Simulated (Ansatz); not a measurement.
For GePd (model structure, started from the NiAs type, P6₃/mmc, No. 194, 4 atoms in the cell), PBE (plane waves, PAW; Ansatz, a quantum-chemistry and plane-wave program) gives:

| Quantity | Value |
|---|---|
| equilibrium lattice constant a | 3.730 Å |
| lattice parameter c | 5.749 Å |
| formation enthalpy | -0.356 eV/atom |

Question: What does PBE-D3(BJ) in Ansatz (plane waves, PAW) give for the same quantities?

Answer: 
- lattice constant a: 3.673 Å (drops by 1.5 %)
- lattice parameter c: 5.715 Å (falls by 0.6 %)
- formation enthalpy: -0.368 eV/atom (moves by -0.012 eV/atom)

Changes are worked out from the printed values.

Unless a cell is named, each level is at its own relaxed cell (PBE 17.32, PBE-D3(BJ) 16.69 Å³/atom).

Ansatz's density-functional and Hartree–Fock values are scalar-relativistic unless marked +SOC, with PAW data made under PBE.

A model structure was made by putting elements into a prototype or built by hand; it is no filed structure, need not be a known phase, and can be a saddle point held by its symmetry.
